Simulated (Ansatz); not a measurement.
Cell of fluorite-type NiSi2 (0 0 1) on Si0.5Ge0.5, ordered in pairs of (001) planes (0 0 1), P on 1 of 2 substrate sites at each interface (film strained to the substrate, faces as cut), with its geometry taken from a PBE run:

```
CELL_PARAMETERS angstrom
      7.92648     0.00075     0.03751
      0.00047     3.95377    -0.17944
     -2.17612    -2.60785    27.81981
ATOMIC_POSITIONS crystal
  Ge 0.54826 0.92518 0.16769
  Ge 0.04723 0.92123 0.16356
  P  0.50969 0.28168 0.01913
  Ge 0.01004 0.28200 0.01899
  Ge 0.59960 0.12165 0.36622
  Ge 0.09985 0.11931 0.36960
  Ge 0.56162 0.47670 0.22056
  Ge 0.06091 0.47357 0.21720
  P  0.65620 0.17333 0.56539
  Ge 0.15963 0.33475 0.56423
  Ge 0.61323 0.67440 0.41908
  Ge 0.11283 0.67079 0.42328
  Si 0.76234 0.32865 0.06701
  Si 0.28212 0.32858 0.06709
  Si 0.29114 0.87529 0.11522
  Si 0.77844 0.87542 0.11517
  Si 0.82787 0.52460 0.26927
  Si 0.32060 0.52598 0.26938
  Si 0.33325 0.07320 0.31756
  Si 0.84021 0.07134 0.31741
  Si 0.86981 0.73850 0.47209
  Si 0.38201 0.72248 0.47137
  Si 0.41123 0.26732 0.51957
  Si 0.87978 0.28749 0.52068
  Ni 0.94827 0.55501 0.78595
  Ni 0.45240 0.55232 0.78476
  Ni 0.17382 0.96345 0.69382
  Ni 0.67204 0.96520 0.69058
  Ni 0.99668 0.73136 0.96713
  Ni 0.49728 0.73618 0.97252
  Ni 0.22738 0.14440 0.87771
  Ni 0.71977 0.14531 0.87834
  Si 0.68889 0.51018 0.73745
  Si 0.18992 0.50857 0.73974
  Si 0.93137 0.00820 0.73772
  Si 0.43587 0.00569 0.73713
  Si 0.90159 0.91551 0.64273
  Si 0.39569 0.92512 0.64182
  Si 0.58598 0.42408 0.64025
  Si 0.08881 0.41811 0.64601
  Si 0.73404 0.69334 0.92773
  Si 0.23823 0.69296 0.92752
  Si 0.98597 0.18996 0.92476
  Si 0.48589 0.19191 0.92711
  Si 0.96049 0.09972 0.83191
  Si 0.46250 0.09750 0.83086
  Si 0.71002 0.60094 0.83301
  Si 0.21429 0.60018 0.83257
```

Computed with r2SCAN (plane waves to 500 eV, PAW; Ansatz, a quantum-chemistry and plane-wave program). No spin–orbit coupling; the runs are not spin-polarised. Its k-point mesh 4×7×1, Fermi–Dirac width 0.05 eV.

Q: Give the plane-averaged electrostatic potential energy of an electron along the normal (the smooth PAW potential), about its mean over the cell.

A: 
| z (Å) | V (eV) |
|---|---|
| 0.000 | 3.06 |
| 0.513 | 1.02 |
| 0.897 | 1.71 |
| 1.410 | 1.68 |
| 1.922 | 0.06 |
| 2.307 | 1.55 |
| 2.820 | 1.13 |
| 3.332 | 0.26 |
| 3.717 | 2.10 |
| 4.229 | 2.01 |
| 4.614 | 1.46 |
| 5.126 | 2.80 |
| 5.639 | 2.43 |
| 6.024 | 1.44 |
| 6.536 | 2.31 |
| 7.049 | 1.51 |
| 7.433 | 0.01 |
| 7.946 | 1.72 |
| 8.459 | 0.91 |
| 8.843 | 0.04 |
| 9.356 | 2.24 |
| 9.868 | 1.88 |
| 10.253 | 1.47 |
| 10.766 | 2.87 |
| 11.150 | 2.73 |
| 11.663 | 1.45 |
| 12.175 | 2.44 |
| 12.560 | 1.98 |
| 13.073 | 0.00 |
| 13.585 | 1.89 |
| 13.970 | 1.40 |
| 14.482 | -0.11 |
| 14.995 | 1.34 |
| 15.379 | 0.89 |
| 15.892 | 1.94 |
| 16.405 | 6.24 |
| 16.789 | 6.18 |
| 17.302 | -1.64 |
| 17.686 | -7.45 |
| 18.199 | -4.21 |
| 18.712 | 0.24 |
| 19.096 | -0.79 |
| 19.609 | -0.94 |
| 20.121 | -6.27 |
| 20.506 | -8.34 |
| 21.019 | -2.22 |
| 21.531 | -0.84 |
| 21.916 | -0.95 |
| 22.428 | -2.13 |
| 22.941 | -8.25 |
| 23.325 | -6.46 |
| 23.838 | -0.92 |
| 24.223 | -0.97 |
| 24.735 | -0.02 |
| 25.248 | -4.46 |
| 25.632 | -8.29 |
| 26.145 | -4.14 |
| 26.658 | -0.91 |
| 27.042 | 0.59 |
| 27.555 | 3.28 |
